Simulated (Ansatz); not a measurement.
Input:

```
CELL_PARAMETERS angstrom
      4.10580     0.00000     0.00000
      0.00000     4.10580     0.00000
      0.00000     0.00000     4.10580
ATOMIC_POSITIONS crystal
  Sr 0.50000 0.50000 0.50000
  Hf 0.00000 0.00000 0.00000
  O  0.00000 0.50000 0.00000
  O  0.50000 0.00000 0.00000
  O  0.00000 0.00000 0.50000
```

A single point on SrHfO3, its geometry relaxed with PBEsol.

Computed with plane-wave PAW DFT at the PBEsol level (Ansatz, a first-principles code, 420 eV), noncollinear with spin-orbit coupling. k-mesh 8×8×8 (Γ-centred); smearing 0.05 eV (Fermi–Dirac).

Problem. Estimate the electron mass (degenerate bands, along [100]).

Solution. 0.33, 0.75 mₑ (at Γ).

Problem. What is the computed pressure?

Solution. -0.19 GPa.

Problem. Estimate the band gap.

Solution. 3.64 eV.

Single points use the geometry relaxed with PBEsol. Masses are band curvatures over ±0.01 Å⁻¹ around the edge. Stability against distortions was not tested. The cell is SrHfO3 in the cubic perovskite structure (space group Pm-3m, No. 221). Many cubic perovskites are stable only at high temperature; tilts and polar distortions were not tested.
